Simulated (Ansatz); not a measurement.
**CdTe: response to strain**

The reference is CdTe in the zinc blende structure (space group F-43m, No. 216; a = 6.558 Å).

Strains are applied to the cell and any free atomic positions relax.

All numbers come from r2SCAN, PAW, 500 eV (Ansatz, a first-principles code; without spin-orbit coupling).

Candidates:
(a) isotropic strain −1.00 %
(b) isotropic strain −1.50 %
(c) isotropic strain −2.00 %

Base values:

| Item | Result |
|---|---|
| Band gap | 1.17 eV |

Question: Order them by band gap, highest first.

Answer: (c) isotropic strain −2.00 % (1.36 eV), (b) isotropic strain −1.50 % (1.31 eV), (a) isotropic strain −1.00 % (1.26 eV)

With Te present, leaving out spin-orbit coupling can change the band edges. Stability against distortions was not tested.
